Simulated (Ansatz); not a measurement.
The starting structures come from a database of crystals and need not be the phases stable at ambient conditions.

 Where the default PAW files enter, the runs use the earlier of Ansatz's two default sets.

Input:

```
Zn2SSe
1.0
    3.90929     0.00000     0.00000
    0.00000     5.52212     0.00000
    0.00000     0.00000     3.79201
Zn Se S
2 1 1
Direct
  0.00000   0.23694   0.50000
  0.50000   0.76306   0.00000
  0.00000   0.50000   0.00000
  0.50000   0.00000   0.50000
```

Space group of this cell: Pmm2. The cell is strained (lengths along the current scaled by 0.97, ions clamped); by r2SCAN its mean pressure is 2.5 GPa.

Transport runs along the normal of the first two printed cell vectors.

The gap is the functional's own, uncorrected, and κ follows it; spin-orbit coupling is left out. Mid-gap values are interpolated between the computed energies.

Predict the band gap and the smallest decay constant κ at mid-gap from r2SCAN in Ansatz (a first-principles code).

Gap 2.18 eV on a 8×6×8 mesh; κ = 0.147 1/Å, at the zone centre.
